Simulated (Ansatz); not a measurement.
A self-consistent single point of CsCdCl3 (P4mm, 5 atoms in the cell) with Ansatz (an electronic-structure program).

Level of theory: LDA (PW92), default PAW files made with PBE (plane waves; Ansatz).

```xyz
5
Lattice="5.2802 0.0000 0.0000 0.0000 5.2802 0.0000 0.0000 0.0000 5.2802" Properties=species:S:1:pos:R:3 pbc="T T T"
Cs     0.0000     0.0000     0.0500
Cd     2.6401     2.6401     2.6401
Cl     0.0000     2.6401     2.6401
Cl     2.6401     0.0000     2.6401
Cl     2.6401     2.6401     0.0000
```

Reference input (self-consistent single point, DFT, LDA (PW92), plane waves, default PAW files made with PBE): basis.ecutwfc = 420 eV; kpoints.mp_grid.grid = 5 5 5; hamiltonian.xc = lda; hamiltonian.pseudopotentials = {kind: paw} (the program's default PAW files); scf.occupations.method = fixed. This run's input differs from it in these lines:

Ansatz 0.2 input:
```diff
@@ -16,3 +16,3 @@
   mp_grid:
-    grid: [5, 5, 5]
+    grid: [6, 6, 6]
 hamiltonian:
```

Log, with long lists cut:

```
SCF iter   1: F=—  HF=-16762.344308 eV  |F-HF|=—  |Δ(HF+E_count)|=         —  Δρ=7.25e-3  dr2=7.61e-2  ethr=1.77e-3  ⟨swp⟩=5.1  Hψ=4432  notcnv=0  defer=92
all-band conjugate gradients solve this SCF's bands
preconditioner: auto → Resta (q_TF=auto, 2.279 Å⁻¹)
SCF iter   2: F=—  HF=-16762.322380 eV  |F-HF|=—  |Δ(HF+E_count)|=   2.19e-2  Δρ=3.23e-3  dr2=1.34e-2  ethr=1.52e-4  ⟨swp⟩=2.5  Hψ=2435  notcnv=0  defer=111
   [... lines left out ...]
SCF iter   4: F=—  HF=-16762.318532 eV  |F-HF|=—  |Δ(HF+E_count)|=   6.50e-5  Δρ=1.98e-4  dr2=6.04e-5  ethr=1.36e-6  ⟨swp⟩=2.1  Hψ=1490  notcnv=0  defer=113
SCF iter   5: F=—  HF=-16762.318525 eV  |F-HF|=—  |Δ(HF+E_count)|=   6.69e-6  Δρ=5.65e-5  dr2=5.24e-6  ethr=1.21e-7  ⟨swp⟩=2.1  Hψ=2037  notcnv=0  defer=61
SCF iter   6: F=—  HF=-16762.318528 eV  |F-HF|=—  |Δ(HF+E_count)|=   2.57e-6  Δρ=8.53e-6  dr2=2.58e-7  ethr=1.05e-8  ⟨swp⟩=2.5  Hψ=1855  notcnv=0  defer=63
SCF iter   7: F=-16762.318528 eV  HF=-16762.318528 eV  |F-HF|=1.71e-9  |Δ(HF+E_count)|=   2.80e-8  Δρ=1.87e-6  dr2=1.00e-8  ethr=2.00e-10  ⟨swp⟩=12.1  Hψ=6390  notcnv=0
SCF 1 converged in 7 iterations: F = -16762.318528 eV  dr2 = 1.00e-8
Free energy (F): -16762.318528 eV
Internal energy: -16762.318528 eV  (E = F + TS)
E sigma→0 (E₀):  -16762.318528 eV
Fermi energy:    3.117338 eV
--- Forces (eV/Å), atoms counted from 1 ---
  atom   1  Cs    -0.00000000     0.00000000    -0.02543662
  atom   2  Cd     0.00000000     0.00000000     0.00965621
  atom   3  Cl     0.00000000     0.00000000     0.00505565
  atom   4  Cl     0.00000000     0.00000000     0.00505565
  atom   5  Cl    -0.00000000     0.00000000     0.00566495
--- Stress (GPa, compression-positive) ---
       -3.233797       0.000000       0.000000
        0.000000      -3.233797       0.000000
       -0.000000       0.000000      -3.232278
  P = ⅓ Tr σ = -3.2333 GPa (-32.333 kbar)
  The stress holds the Pulay correction. Without it, at fixed plane waves, as pw.x and ABINIT print it: P = -3.2398 GPa
```

The run converged in 7 iterations. Against the reference run the free energy stays essentially unchanged (within 1 meV/atom), the pressure stays at -3.23 GPa, the largest force stays at 0.025 eV/Å and the gap on the mesh goes from 1.568 to 1.434 eV.

The starting cell comes from a database of computed structures (which also holds hypothetical and non-ambient phases and stackings), without a prior relaxation at this level. Its lattice was rescaled by up to half a per cent. One atom was moved a little off its site on purpose. With a pressure of about -3 GPa the cell is away from its equilibrium volume at this level. Ansatz's pressure includes its estimate of the finite-basis (Pulay) stress.
